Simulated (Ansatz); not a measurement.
The starting structures come from a database of crystals and need not be the phases stable at ambient conditions.

 Where the default PAW files enter, the runs use the earlier of Ansatz's two default sets.

Input:

```yaml
crystal:
  lattice:
    - [3.84172, 0.00000, 0.00000]
    - [0.00000, 6.33293, 0.00000]
    - [1.92086, 0.00000, 3.32703]
  atoms:
    - { symbol: Ga, position: [0.66667, 0.49995, 0.66667] }
    - { symbol: Ga, position: [0.33333, 0.99995, 0.33333] }
    - { symbol: P, position: [0.66667, 0.12605, 0.66667] }
    - { symbol: P, position: [0.33333, 0.62605, 0.33333] }
```

Space group of this cell: P6_3mc, wurtzite. The cell is taken as given.

All values below come from r2SCAN (plane waves, PAW; Ansatz, an electronic-structure program).

The current runs along the normal of the first two printed vectors; no spin-orbit coupling. Scaled by the factor s: both lengths across the current (ions clamped). Meshes 10×6×10 and 8×6 across the current in all rows.

```tsv
s	mean pressure (GPa)	band gap (eV)
0.98	4.0	1.56
1.00	0.1	1.74
1.02	-3.1	?
```

Question: Take the slope of the band gap against ln s from the two given rows, extrapolate to s = 1.02, and say what the run there gives.

Answer: Slope = (1.56 − 1.74) / ln 0.98 = 8.91 eV. The line gives 1.74 + (8.91) × ln 1.02 = 1.92 eV. The run gives 1.63 eV, 0.29 eV under the line, 162 % of the predicted step.
